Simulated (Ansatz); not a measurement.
Effect of isotropic strain −0.50 % on PbTe

The reference is PbTe in the rock salt structure (space group Fm-3m, No. 225; a = 6.534 Å).

It is then changed as follows: an isotropic linear strain of −0.50 %; the atoms relax in the strained cell.

All numbers come from r2SCAN (Ansatz, a quantum-chemistry and plane-wave program; PAW; 500 eV plane waves; no spin-orbit coupling). k-mesh 9×9×9 (Γ-centred); smearing 0.05 eV (Fermi–Dirac).

The space group stays Fm-3m (No. 225) and the energy goes up by 1.1 meV/atom. The pressure goes from zero to 0.66 GPa and the band gap shrinks by 0.03 eV (1.09 eV → 1.06 eV). The gap character is still direct at L and the mean gap deformation potential ΔEg/Δln V amounts to +2.1 eV. The width of the top valence band rises by 0.09 eV to 2.86 eV and the electron mass changes from 0.34 mₑ along k, 0.12 mₑ across (at L) to 0.33 mₑ along k, 0.12 mₑ across (at L). The hole mass changes from 0.57 mₑ along k, 0.088 mₑ across (at L) to 0.55 mₑ along k, 0.083 mₑ across (at L) and the valley order (the lowest conduction-band minima on the path, energy above the VBM, named in the base's zone) goes from L along ⟨111⟩ 1.09 eV; a point along ⟨110⟩, about 0.5 Å⁻¹ from Γ 1.61 eV; a point along ⟨100⟩, about 0.3 Å⁻¹ from Γ 2.01 eV to L along ⟨111⟩ 1.06 eV; a point along ⟨110⟩, about 0.5 Å⁻¹ from Γ 1.59 eV; a point along ⟨100⟩, about 0.3 Å⁻¹ from Γ 1.99 eV.

Cost of the whole job for the changed cell (relaxation, final SCF and bands): around 30 core-seconds (rough).

Spin-orbit coupling, missing from the scalar runs, can matter with Pb and Te. Masses are band curvatures over ±0.01 Å⁻¹ around the edge. Along k means along the line from Γ to the band edge. Whether these cells are dynamically stable was not tested.
